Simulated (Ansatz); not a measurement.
The reference is TiN in the rock salt structure (space group Fm-3m, No. 225; relaxed with 0.1 eV smearing).

```yaml
crystal:
  lattice:
    - [0.00000, 2.11655, 2.11655]
    - [2.11655, 0.00000, 2.11655]
    - [2.11655, 2.11655, 0.00000]
  atoms:
    - { symbol: N, position: [0.00000, 0.00000, 0.00000] }
    - { symbol: Ti, position: [0.50000, 0.50000, 0.50000] }
```

Method: r2SCAN (Ansatz, a quantum-chemistry and plane-wave program; PAW; 500 eV plane waves; scalar-relativistic without spin-orbit coupling).

Before the change:

The pressure is 0.0 GPa.

Modification: the cell is scaled by 0.9617 in all directions; the atoms relax in the strained cell.

Task: What does the calculation give for the energy relative to the base after the change?

Result: The energy increases by 131 meV/atom.

Task: What happens to the pressure?

Result: The pressure goes from zero to 44.2 GPa.

Stability against distortions was not tested. All final runs are without spin polarisation. An odd electron count without spin: TiN.
